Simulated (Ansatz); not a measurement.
System: interstitial H in wurtzite CdSe (charge state +1). Calculation: PBE, PAW (plane waves to 420 eV; Ansatz, an electronic-structure program).

Settings: 72 host sites, the relaxed PBE lattice, one k-point at (0.125, 0.250, 0.250), smearing 0.01 eV, spin-restricted, no image-charge correction. No zero-point or tunnelling terms. The charge state is imposed; whether it is stable for some Fermi level was not computed. Sites that were not tried may lie lower. The start lies 0.045 eV above the lowest site run (PBE).

Barriers: single points on a 2×2×2 k-point mesh shifted by half a step along c at the bands' geometries.

Relaxed starting cell (atoms counted from 1):

```xyz
73
Lattice="13.1485 0.0000 0.0000 -6.5743 11.3869 0.0000 0.0000 0.0000 14.3092" Properties=species:S:1:pos:R:3 pbc="T T T"
Cd     1.5787     0.9014     3.8460
Cd     2.1924     1.2487    10.7100
Cd    -0.0050     5.0788     3.6349
Cd    -0.0039     5.0553    10.7468
Cd    -2.1649     8.8316     3.6370
Cd    -2.1847     8.8327    10.7430
Cd     6.7437     1.1620     3.6419
Cd     6.5871     1.2470    10.6875
Cd     4.3712     5.2317     3.6510
Cd     4.3851     5.0561    10.6823
Cd     2.1973     8.8477     3.5766
Cd     2.1986     8.8484    10.7378
Cd    10.9199     1.2636     3.5705
Cd    10.9489     1.2359    10.7337
Cd     8.7964     5.0618     3.6105
Cd     8.7708     5.0483    10.7288
Cd     6.5626     8.7971     3.5681
Cd     6.5557     8.8375    10.7366
Cd    -0.0167     2.5332    -0.0501
Cd    -0.0561     2.5529     7.2172
Cd    -2.2035     6.3374     0.0075
Cd    -2.2083     6.3344     7.1746
Cd    -4.4021    10.1283    -0.0500
Cd    -4.4059    10.0892     7.2173
Cd     4.4007     2.5554    -0.2268
Cd     4.4070     2.5655     7.1387
Cd     2.1744     6.3382    -0.0203
Cd     2.1557     6.3595     7.1847
Cd    -0.0141    10.1273    -0.0175
Cd    -0.0059    10.1109     7.1792
Cd     8.7722     2.5492    -0.0323
Cd     8.7692     2.5453     7.1643
Cd     6.5756     6.3426    -0.0320
Cd     6.5757     6.3555     7.1646
Cd     4.3603    10.1257     0.0149
Cd     4.3635    10.1312     7.1541
Se     2.1586     1.2563     6.3547
Se     2.1855     1.2694    13.4114
Se    -0.0121     5.0615     6.2964
Se    -0.0125     5.0653    13.4343
Se    -2.2059     8.8626     6.2980
Se    -2.2019     8.8583    13.4308
Se     6.5761     1.2566     6.2848
Se     6.6014     1.2548    13.3796
Se     4.3634     5.0901     6.2939
Se     4.3771     5.1039    13.3768
Se     2.1805     8.8631     6.2577
Se     2.1822     8.8623    13.4239
Se    10.9491     1.2671     6.2561
Se    10.9500     1.2538    13.4193
Se     8.7552     5.0671     6.2785
Se     8.7648     5.0710    13.4158
Se     6.5612     8.8689     6.2529
Se     6.5519     8.8675    13.4215
Se    -0.0425     2.5599     2.6650
Se    -0.0103     2.5247     9.8809
Se    -2.1842     6.3289     2.6961
Se    -2.1918     6.3165     9.8535
Se    -4.3765    10.0578     2.6634
Se    -4.3883    10.0993     9.8802
Se     4.7473     2.7310     2.5347
Se     4.3802     2.5189     9.8221
Se     2.1670     6.3241     2.6746
Se     2.1792     6.3235     9.8559
Se    -0.0059    10.0970     2.6769
Se    -0.0028    10.1016     9.8517
Se     8.7861     2.5553     2.6620
Se     8.7734     2.5264     9.8403
Se     6.5998     6.3009     2.6626
Se     6.5815     6.3210     9.8398
Se     4.3886    10.1163     2.6984
Se     4.3782    10.1097     9.8352
H      3.5416     1.9913     2.9907
```
Cell charge +1.

End state 1 differs by these moves (Å; atoms that move under 0.08 Å are left out):

```json
[
 {"atom": "1", "element": "Cd", "Δx": "0.42", "Δy": "0.28", "Δz": "-0.18"},
 {"atom": "9", "element": "Cd", "Δx": "0.02", "Δy": "0.41", "Δz": "0.15"},
 {"atom": "26", "element": "Cd", "Δx": "-0.04", "Δy": "-0.07", "Δz": "0.01"},
 {"atom": "61", "element": "Se", "Δx": "-0.38", "Δy": "-0.60", "Δz": "0.00"},
 {"atom": "73", "element": "H", "Δx": "0.83", "Δy": "-1.28", "Δz": "-0.92"}
]
```

Q: Predict the forward and backward barriers to end state 1 from PBE, PAW.

A: forward 0.13 eV, backward 0.066 eV; at the saddle point atom 73 has neighbours Se at 1.50 Å. The saddle point's order was not checked.
